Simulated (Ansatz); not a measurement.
Ga2O3: uniaxial strain ε_zz = +1.50 %

Start from Ga2O3 in the corundum structure (space group R-3c, No. 167; a = 4.950 Å, c = 13.306 Å (hexagonal axes)). Axes: x lies along a and z along c of the hexagonal cell.

Now apply this change: the cell is stretched by 1.50 % along z with no lateral relaxation, atoms relaxed at fixed cell.

Computed with DFT with LDA, PAW potentials and a 420 eV plane-wave cutoff in Ansatz (a first-principles code), without spin-orbit coupling. k-mesh 8×8×8 (Γ-centred); smearing 0.05 eV (Fermi–Dirac).

The volume per atom rises by 0.14 Å³ to 9.55 Å³ and the space group stays R-3c (No. 167). The shortest interatomic distance rises by 0.008 Å to 1.919 Å and the energy rises by 2.4 meV/atom. The band gap drops by 0.15 eV, from 3.04 eV to 2.89 eV and the gap character is still indirect, Γ–S₀ (50 % along) → Γ. The width of the top valence band drops by 0.02 eV, from 0.47 eV to 0.45 eV and the electron mass stays 0.24 mₑ (at Γ). The stress (xx, yy, zz, yz, xz, xy; compression positive) comes out as (-2.06, -2.06, -5.43, 0.00, 0.00, 0.00) GPa.

Masses are band curvatures over ±0.01 Å⁻¹ around the edge. Gaps are Kohn–Sham eigenvalue differences; semilocal functionals usually give less than the measured gap. Whether these cells are dynamically stable was not tested.
